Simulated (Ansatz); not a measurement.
**Convergence study of the k-point mesh at a smearing width of 0.02 eV for ReTc (P3m1, 2 atoms in the cell)**

```xyz
2
Lattice="2.7411 0.0000 0.0000 -1.3705 2.3738 0.0000 0.0000 0.0000 4.4269" Properties=species:S:1:pos:R:3 pbc="T T T"
Tc     1.3705     0.7913     0.0500
Re     0.0000     0.0000     2.2135
```

Computed with PBEsol, default PAW files made with PBE (plane waves; Ansatz, a quantum-chemistry and plane-wave program).

Base settings: basis.ecutwfc = 500 eV; kpoints.mp_grid.grid = 14 14 8; hamiltonian.xc = pbesol; hamiltonian.pseudopotentials = {kind: paw} (the program's default PAW files); scf.occupations.method = fermi_dirac; scf.occupations.width = 0.1 eV.

In this ladder: scf.occupations.width = 0.02 eV.

Only quantities that move along the ladder and can be compared are tabulated.

The count of work is k-points × plane waves × bands × iterations; it is no time. Core times come from one kind of shared machine, to one figure; runs under 30 s give none.

The starting cell comes from a database of computed structures (which also holds hypothetical and non-ambient phases and stackings), without a prior relaxation at this level. Its lattice was rescaled by up to half a per cent. One atom was moved a little off its site on purpose. Spin polarisation is off. Ansatz's pressure includes its estimate of the finite-basis (Pulay) stress.

```tsv
kpoints.mp_grid.grid	free energy less the last step's (meV/atom)	pressure (GPa)	largest difference of a force vector from the last step's (eV/Å)	count of work / last	core time / last (rough)
5 5 3	-46.92	-4.30	0.267	0.0059	–
6 6 3	3.95	-1.95	0.093	0.0084	–
7 7 4	-6.14	-2.43	0.212	0.015	–
9 9 5	3.45	-2.47	0.065	0.028	–
10 10 6	-0.93	-2.68	0.049	0.040	–
12 12 7	3.35	-2.22	0.047	0.062	–
15 15 8	3.66	-2.44	0.021	0.11	–
18 18 10	0.88	-2.54	0.007	0.18	–
22 22 12	-0.38	-2.55	0.004	0.31	0.3
27 27 15	0.22	-2.52	0.005	0.57	0.6
33 33 18	0.00	-2.54	0.000	1.0	1
```

Coarsest kpoints.mp_grid.grid that holds the free energy within 0.5 meV/atom of the last step, with all finer ones: 22 22 12, at 0.31 of the last step's count of work and about 0.3 of the last step's time; the step before is off by 0.88 meV/atom.

Coarsest kpoints.mp_grid.grid that holds the pressure within 0.05 GPa of the last step, with all finer ones: 18 18 10, at 0.18 of the last step's count of work; the step before is off by 0.09 GPa.

Coarsest kpoints.mp_grid.grid that holds the forces within 0.01 eV/Å of the last step, with all finer ones: 18 18 10, at 0.18 of the last step's count of work; the step before is off by 0.021 eV/Å.

Two neighbours can agree and both be off: 12 12 7 and 15 15 8 differ by 0.31 meV/atom in the free energy, yet lie about 3.7 meV/atom from the last step.

Keys are those of Ansatz 0.2.
